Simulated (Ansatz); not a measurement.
V2O5 (C2/m, No. 12, 14 atoms in the cell; start mp-729713), treated with r²SCAN-D4 (plane waves, PAW; Ansatz, a quantum-chemistry and plane-wave program).

Run with plane-wave cutoff 500 eV, 8×6×6 k mesh (along the axes of the cell as run), gaussian smearing 0.02 eV, no spin polarisation, scalar-relativistic PAW data made under PBE.

Cell (relaxed at this level):

```yaml
crystal:
  lattice:
    - [5.96246, 0.21298, -0.70266]
    - [1.73762, 6.78460, -1.02233]
    - [0.46328, 0.52067, 4.24275]
  atoms:
    - { symbol: V, position: [0.29648, 0.67588, 0.60996] }
    - { symbol: V, position: [0.70352, 0.32412, 0.39004] }
    - { symbol: V, position: [0.70352, 0.82412, 0.39004] }
    - { symbol: V, position: [0.29648, 0.17588, 0.60996] }
    - { symbol: O, position: [0.00000, 0.75000, 0.50000] }
    - { symbol: O, position: [0.00000, 0.25000, 0.50000] }
    - { symbol: O, position: [0.36280, 0.90930, 0.50238] }
    - { symbol: O, position: [0.63720, 0.09070, 0.49762] }
    - { symbol: O, position: [0.29211, 0.67697, 0.97617] }
    - { symbol: O, position: [0.70789, 0.32303, 0.02383] }
    - { symbol: O, position: [0.70788, 0.82303, 0.02383] }
    - { symbol: O, position: [0.29212, 0.17697, 0.97617] }
    - { symbol: O, position: [0.36280, 0.40930, 0.50238] }
    - { symbol: O, position: [0.63720, 0.59070, 0.49762] }
```

Q: Estimate the band gap that the calculation returns.

A: 
- band gap = 1.97 eV (on the SCF k mesh)

Note: the relaxation could not lower the start's symmetry, so the cell can be a saddle point above a distorted one.

It cost very roughly 13 core-minutes of CPU time.

A start named mp-… is a Materials Project structure, which need not be a measured phase.
